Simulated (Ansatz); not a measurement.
Input for (Zr,Si)O2 alloy cell Zr3O8Si (monoclinic (baddeleyite) start):

Ansatz 0.2 input:
```yaml
crystal:
  lattice:
    - [9.722953733, 0.000000121, -1.521016369]
    - [0.000000093, 5.141447671, 0.000000163]
    - [0.11087305, 0.000000162, 5.471518474]
  atoms:
    - { symbol: Si, position: [0.126625647, 0.46834178, 0.740400457] }
    - { symbol: Zr, position: [0.633527285, 0.465854576, 0.704385551] }
    - { symbol: Zr, position: [0.343813298, 0.532394622, 0.301194936] }
    - { symbol: Zr, position: [0.877963308, 0.530851568, 0.269349739] }
    - { symbol: Zr, position: [0.343813353, 0.967605371, 0.80119508] }
    - { symbol: Zr, position: [0.8779633, 0.969148492, 0.769349894] }
    - { symbol: Si, position: [0.126625726, 0.031658105, 0.24040045] }
    - { symbol: Zr, position: [0.633527275, 0.034145431, 0.204385579] }
    - { symbol: O, position: [0.037153727, 0.223406612, 0.824643214] }
    - { symbol: O, position: [0.521250469, 0.19108674, 0.868597243] }
    - { symbol: O, position: [0.464740967, 0.793650722, 0.130157401] }
    - { symbol: O, position: [0.999024629, 0.831714084, 0.121034184] }
    - { symbol: O, position: [0.46474098, 0.706349602, 0.630157702] }
    - { symbol: O, position: [0.999024641, 0.668286059, 0.621034177] }
    - { symbol: O, position: [0.037153926, 0.276593779, 0.324642944] }
    - { symbol: O, position: [0.521250416, 0.308913362, 0.368597239] }
    - { symbol: O, position: [0.220289381, 0.657306721, 0.948886605] }
    - { symbol: O, position: [0.740957284, 0.743945985, 0.963863648] }
    - { symbol: O, position: [0.257056586, 0.164236431, 0.114222364] }
    - { symbol: O, position: [0.777596899, 0.24937949, 0.0132649] }
    - { symbol: O, position: [0.257056571, 0.335763556, 0.614222392] }
    - { symbol: O, position: [0.777597054, 0.250620246, 0.513265009] }
    - { symbol: O, position: [0.220289599, 0.842693151, 0.448886445] }
    - { symbol: O, position: [0.740957604, 0.756053488, 0.4638632] }
basis:
  ecutwfc: 420
  ecutrho_ratio: 4
  xc_grid: 2
kpoints:
  mp_grid: { grid: [2, 4, 4] }
hamiltonian:
  xc: pbe
  dispersion: none
  pseudopotentials: { kind: paw }
scf:
  n_extra_bands: 15
  occupations: { method: fermi_dirac, width: 0.01 }
output:
  forces: true
  stress: true
  eigenstates:
    kpoints:
      - [0.0, 0.0, 0.0]
      - [0.0, -0.5, 0.0]
      - [0.0, 0.0, -0.5]
      - [0.0, -0.5, -0.5]
    e_range: [-4.0, 6.0]
    localisation: true
relax:
  f_tol: 0.03
  max_steps: 90
  cell: { stress_tol: 0.15 }
```

Calculation: PBE (plane waves to 420 eV, PAW; Ansatz, a quantum-chemistry and plane-wave program). Scalar-relativistic, without spin–orbit coupling. Its k-point mesh 2×4×4, Fermi–Dirac width 0.01 eV.

Problem. What does the end of the output print (band table and long remarks left out, numbers rounded to eight decimals)?

Solution. 
```
SCF converged after 4 iterations
Free energy (F): -35490.318277 eV
Harris-Foulkes:  -35490.318277 eV  (|F-HF|=5.31e-10)
Internal energy: -35490.318277 eV  (E = F + TS)
E sigma→0 (E₀):  -35490.318277 eV
Fermi energy:    11.845164 eV
--- Per-component energies (eV) ---
  E_band       = -581.243504
  E_kinetic    = 4918.229010
  E_local      = -9083.491541  (includes V_loc(G=0)·N_el)
  E_nonlocal   = 1266.927653
  E_hartree    = 3067.607603
  E_xc         = -2277.238724
  E_vxc        = -2767.186468  (∫ρ·V_xc dr)
  E_paw        = -21273.694861  (= ΣΔE_a)
  E_vpaw       = -1050.976646  (= ΣTr[D̂ρ^β])
  E_aug_tail   = 0.039882  (compensation charges beyond the density's cutoff)
  E_ewald      = -12108.697298
  E_smearing   = 0.000000  (= −TS)
  E_closure    = 0.000000  (closes the sum)
  Σ components = -35490.318277   (vs F -35490.318277, Δ=0.00e0)
--- Forces (eV/Å), atoms counted from 1 ---
  atom   1  Si     0.00097851    -0.00023487    -0.00503023
  atom   2  Zr    -0.00397484    -0.00262387    -0.00103913
  atom   3  Zr     0.00732823     0.00375942     0.00232089
  atom   4  Zr    -0.00488866     0.00413048     0.00159134
  atom   5  Zr     0.00732823    -0.00375942     0.00232089
  atom   6  Zr    -0.00488866    -0.00413048     0.00159134
  atom   7  Si     0.00097851     0.00023487    -0.00503023
  atom   8  Zr    -0.00397484     0.00262387    -0.00103913
  atom   9  O      0.00635222     0.00178409     0.00062979
  atom  10  O      0.00075034    -0.00037683    -0.00289798
  atom  11  O     -0.00332836    -0.00009424     0.00144227
  atom  12  O      0.00297054     0.00000253    -0.00081168
  atom  13  O     -0.00332836     0.00009424     0.00144227
  atom  14  O      0.00297054    -0.00000253    -0.00081168
  atom  15  O      0.00635222    -0.00178409     0.00062979
  atom  16  O      0.00075034     0.00037683    -0.00289798
  atom  17  O     -0.00365590    -0.00159480     0.00407873
  atom  18  O      0.00143007     0.00133864    -0.00032593
  atom  19  O     -0.00737767     0.00203967     0.00056836
  atom  20  O      0.00342289    -0.00115497    -0.00052406
  atom  21  O     -0.00737767    -0.00203967     0.00056836
  atom  22  O      0.00342289     0.00115497    -0.00052406
  atom  23  O     -0.00365590     0.00159480     0.00407873
  atom  24  O      0.00143007    -0.00133864    -0.00032593
  max |Σ_I F_I| component: 1.47e-5 eV/Å
--- Stress (GPa, compression-positive) ---
       -0.004067      0.000000       0.008946
       0.000000       0.003798       0.000000
        0.008949       0.000000      -0.002042
  P = ⅓ Tr σ = -0.0008 GPa (-0.008 kbar)
--- Relaxed structure (10 steps of the walk, 9 accepted, 2 SCFs on fresh bases) ---
  F+E_penalty+E_count = -35490.31827679 eV   max|allowed force component| = 7.378e-3 eV/Å   (the final SCF, on the basis selected at the relaxed cell)
  cell:  # Å, volume = 268.9172 Å³
    - [9.65470782, -3.38632464e-9, -1.44120613]
    - [2.71639749e-9, 5.09763549, 6.21963459e-9]
    - [0.15032104, -6.71936107e-9, 5.44156113]
  atoms:
    - { symbol: Si, position: [0.12679005, 0.46678476, 0.73301205] }
    - { symbol: Zr, position: [0.63171055, 0.46555489, 0.71080051] }
    - { symbol: Zr, position: [0.34580327, 0.53285845, 0.29246195] }
    - { symbol: Zr, position: [0.87732477, 0.53047678, 0.26861562] }
    - { symbol: Zr, position: [0.34580327, 0.96714155, 0.79246195] }
    - { symbol: Zr, position: [0.87732477, 0.96952322, 0.76861562] }
    - { symbol: Si, position: [0.12679005, 0.03321524, 0.23301205] }
    - { symbol: Zr, position: [0.63171055, 0.03444511, 0.21080051] }
    - { symbol: O, position: [0.03822383, 0.22428074, 0.83626060] }
    - { symbol: O, position: [0.51698907, 0.20562774, 0.88447951] }
    - { symbol: O, position: [0.46937698, 0.78062727, 0.11670552] }
    - { symbol: O, position: [0.99568293, 0.83233496, 0.12223105] }
    - { symbol: O, position: [0.46937698, 0.71937273, 0.61670552] }
    - { symbol: O, position: [0.99568293, 0.66766504, 0.62223105] }
    - { symbol: O, position: [0.03822383, 0.27571926, 0.33626060] }
    - { symbol: O, position: [0.51698907, 0.29437226, 0.38447951] }
    - { symbol: O, position: [0.21944785, 0.66286791, 0.94207184] }
    - { symbol: O, position: [0.74108025, 0.74335810, 0.96028806] }
    - { symbol: O, position: [0.26117932, 0.16767968, 0.11310747] }
    - { symbol: O, position: [0.77639108, 0.24913771, 0.01996599] }
    - { symbol: O, position: [0.26117932, 0.33232032, 0.61310747] }
    - { symbol: O, position: [0.77639108, 0.25086229, 0.51996599] }
    - { symbol: O, position: [0.21944785, 0.83713209, 0.44207184] }
    - { symbol: O, position: [0.74108025, 0.75664190, 0.46028806] }
```

Cost: roughly 6 core-minutes.
